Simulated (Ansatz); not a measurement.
The starting structures come from a database of crystals and need not be the phases stable at ambient conditions.

Inside the gap of an insulator the Bloch states are evanescent, with a wavenumber k + iκ along the transport direction.

Data:

```
CELL_PARAMETERS angstrom
      5.90489     0.00000     0.00000
      1.96830     8.41159     0.00000
      2.95245     0.00000     1.70459
ATOMIC_POSITIONS crystal
  Hf 0.77801 0.66597 0.00000
  Hf 0.22199 0.33403 0.00000
  Hf 0.00000 0.00000 0.00000
  N  0.37812 0.86565 0.00000
  N  0.62188 0.13435 0.00000
  N  0.13226 0.60321 0.00000
  N  0.86774 0.39679 0.00000
```

Space group of this cell: R-3m. The cell is taken as given; by r2SCAN its mean pressure is -2.4 GPa.

Transport runs along the normal of the first two printed cell vectors, the (110) plane of the conventional cell.

The gap is the functional's own, uncorrected, and κ follows it; spin-orbit coupling is left out. Mid-gap values are interpolated between the computed energies.

Task: State the band gap and the smallest decay constant κ at mid-gap according to Ansatz (a program for electronic structure) with r2SCAN.

Result: Gap 1.42 eV on a 18×18×18 mesh; κ = 0.209 1/Å, at the zone centre.
